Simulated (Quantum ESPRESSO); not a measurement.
**Pressure against volume in zinc-blende BeTe (space group 216) (Quantum ESPRESSO, PBEsol)**

```
BeTe
1.0
    0.00000     2.73327     2.73327
    2.73327     0.00000     2.73327
    2.73327     2.73327     0.00000
Be Te
1 1
Direct
  0.00000   0.00000   0.00000
  0.75000   0.75000   0.75000
```

Level of theory: PBEsol, GBRV 1.5 ultrasoft (PBESOL) pseudopotentials (plane waves; Quantum ESPRESSO). Settings: ecutwfc = 52 Ry; ecutrho = 260 Ry; occupations = smearing; smearing = fd; degauss = 0.000734986 Ry; potentials = {Be: be_pbesol_v1.4.uspp.F.UPF, Te: te_pbesol_v1.uspp.F.UPF}; K_POINTS = automatic 10 10 10 0 0 0; conv_thr = 1e-10 Ry. The cell above is the first row's. The rows scale it uniformly. In all rows fractional positions and the k mesh are held.

| V (Å^3/atom) | P (GPa) |
|---|---|
| 20.420 | 5.54 |
| 20.863 | 3.84 |
| 21.307 | 2.31 |
| 21.751 | 0.92 |
| 22.195 | -0.33 |
| 22.639 | -1.46 |
| 23.083 | -2.48 |
| 23.527 | -3.41 |
| 23.971 | ? |

Taking a cubic for P over the 8 complete rows: With u = V - 22.0, the rows have u = -1.5800, -1.1370, -0.6930, -0.2490, 0.1950, 0.6390, 1.0830, 1.5270. Least squares gives P = 0.204 - 2.7977·u + 0.3239·u² - 0.02707·u³. Residuals (row less fit): 0.000, -0.004, 0.003, -0.001, -0.001, -0.001, 0.000, -0.001; standard error 0.002 (degrees of freedom: 4). The fitted pressure is zero at V0 = 22.07, where dP/dV = -2.751, so B0 = -V0·dP/dV = 60.7 GPa.

Question: What does the fit predict for P at V = 23.971, and how far is the calculated value from it?

Answer: u = 1.9710, so P = 0.204 - 2.7977 × 1.9710 + 0.3239 × 1.9710² - 0.02707 × 1.9710³ = -4.259 GPa. The calculation gives -4.25 GPa, 0.009 GPa above the prediction (0.1 % of the range of P in the table). The row lies outside the fitted rows, so this is an extrapolation. From the scatter of the fitted rows alone, a prediction at this place has a standard error of 0.006 GPa, so the miss is 1.4 times that.

Carrying the step between the two nearest rows on in a straight line would have given -4.34, off by 0.09; series whose last step already gives the withheld value aren't shown. The scan was laid around a cell of about the measured size, scaled by a guess for this functional. The runs keep the symmetry of the cell, so they don't test it for distortions. Spin-orbit coupling is off. Cutoffs and mesh are single choices, not tested for convergence of this quantity. Series with a scatter that would blur these digits, or in which a gap closes, are not shown.
